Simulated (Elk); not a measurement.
A self-consistent single point of YbTlSe2 (R-3m, 4 atoms in the cell) with Elk.

Method of the run: PBEsol, all-electron FP-LAPW, Elk's shipped species files, APW+lo basis with extra local orbitals (Elk).

The change in words: lattice scaled by 0.98. Reference geometry:
```xyz
4
Lattice="2.1318 1.2308 7.0980 -2.1318 1.2308 7.0980 0.0000 -2.4616 7.0980" Properties=species:S:1:pos:R:3 pbc="T T T"
Yb     0.0000     0.0000     0.0000
Tl     0.0000     0.0000    10.6469
Se     0.0000     0.0000    15.8353
Se     0.0000     0.0000     5.4585
```

Reference input (self-consistent single point, DFT, PBEsol, all-electron FP-LAPW, Elk's shipped species files, APW+lo basis with extra local orbitals): xctype = 22; rgkmax = 7.5; swidth = 0.00499791 Ha; ngridk = 6 6 6; gmaxvr = 16 1/bohr; nxlo = 2; lorbcnd = true; lmaxi = 2; maxscl = 100. This run's input differs from it in these lines:

```diff
@@ -28,5 +28,5 @@
 avec
-    4.0284994783    2.3258557641   13.4131871277
-   -4.0284994783    2.3258557641   13.4131871277
-    0.0000000000   -4.6517100106   13.4131873909
+    3.9479289615    2.2793383545   13.1449234968
+   -3.9479289615    2.2793383545   13.1449234968
+    0.0000000000   -4.5586751915   13.1449237600
```

Output (repeated stretches shortened):

```
│ Self-consistent loop started │
│ Loop number : 1 │
 total energy                :     -39042.4495357
│ Loop number : 2 │
 total energy                :     -39112.2277719
RMS change in Kohn-Sham potential (target) :   0.8329381137     (  0.1000000000E-05)
Absolute change in total energy (target)   :    69.77823620     (  0.1000000000E-03)
│ Loop number : 3 │
 total energy                :     -39161.4395631
RMS change in Kohn-Sham potential (target) :   0.4913763243     (  0.1000000000E-05)
Absolute change in total energy (target)   :    66.65635025     (  0.1000000000E-03)
│ Loop number : 4 │
   [... lines left out ...]
Absolute change in total energy (target)   :   0.2044467648E-02 (  0.1000000000E-03)
│ Loop number : 19 │
 total energy                :     -39212.2020906
RMS change in Kohn-Sham potential (target) :   0.3386837887E-06 (  0.1000000000E-05)
Absolute change in total energy (target)   :   0.4519621143E-03 (  0.1000000000E-03)
│ Loop number : 20 │
 total energy                :     -39212.2020501
RMS change in Kohn-Sham potential (target) :   0.2654807266E-06 (  0.1000000000E-05)
Absolute change in total energy (target)   :   0.7244572043E-04 (  0.1000000000E-03)
Convergence targets achieved

│ Loop number : 21 │

Energies :
 Fermi                       :     0.180630404292
 total energy                :     -39212.2020516

Density of states at Fermi energy :    117.6425498
 (states/Hartree/unit cell)

Estimated indirect band gap :   0.2790942459E-02
 from k-point     17 to k-point     15
Estimated direct band gap   :   0.7532646608E-02
 at k-point     14

Charges :
 core                        :    144.0000000
 valence                     :    75.00000000
 interstitial                :    6.130067828
 muffin-tins (core leakage)
  species :    1 (Yb)
   atom    1                 :    68.29367259     (  0.1076423118E-05)
  species :    2 (Tl)
   atom    1                 :    79.54703214     (  0.3734647841E-04)
  species :    3 (Se)
   atom    1                 :    32.51461372     (  0.5906056778E-04)
   atom    2                 :    32.51461372     (  0.5906056778E-04)
 total in muffin-tins        :    212.8699322
 total calculated charge     :    218.9733553
 total charge                :    219.0000000
 error                       :   0.2664468125E-01

│ Self-consistent loop stopped │
```

The run converged in 21 iterations. The count includes the last loop, which Elk runs after its targets are met. Against the reference run the free energy goes down by 6.5 meV/atom.

The starting cell comes from a database of computed structures (which also holds hypothetical and non-ambient phases and stackings), without a prior relaxation at this level. For this run, on top of that: lattice scaled by 0.98. Spin-orbit coupling is off. Spin polarisation is off, so a magnetic state, if there is one, cannot be reached. The f electrons are in the valence without U or exact exchange, which can misplace them near the Fermi level. Spin-orbit terms, which matter for f shells, are left out. Values depend on the basis (sphere radii, cutoffs, local orbitals), which need not be converged. The log's line on a gap gives a spacing of levels on this mesh, which the program prints for metals too.
